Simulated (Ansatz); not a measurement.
Here is the system:

```yaml
crystal:
  lattice:
    - [3.45557, 0.00000, 0.00000]
    - [-1.72779, 2.99261, 0.00000]
    - [0.00000, 0.00000, 5.78733]
  atoms:
    - { symbol: Zn, position: [0.33333, 0.66667, 0.00360] }
    - { symbol: Zn, position: [0.66667, 0.33333, 0.50360] }
    - { symbol: S, position: [0.33333, 0.66667, 0.37140] }
    - { symbol: S, position: [0.66667, 0.33333, 0.87140] }
```

No spin polarisation.

The values are results of LDA/PAW in Ansatz (an electronic-structure program), without spin-orbit coupling, not measurements. k-mesh 10×10×6 (Γ-centred); smearing 0.05 eV (Fermi–Dirac).

Problem. What is the computed smallest direct gap?

Solution. 3.13 eV.

Problem. What gap character does the calculation give?

Solution. Indirect, Γ → K.

Load acts through the strain it causes; cell and atoms are relaxed under it. No phonon test of stability was made. Tetrahedral semiconductors of this kind turn to denser phases somewhere between about 1 and 50 GPa; those were not computed, so compressed cells here can lie past the real transition. The cell was made from ZnS in the wurtzite structure (space group P6_3mc, No. 186) by this change: pressure 30 GPa.
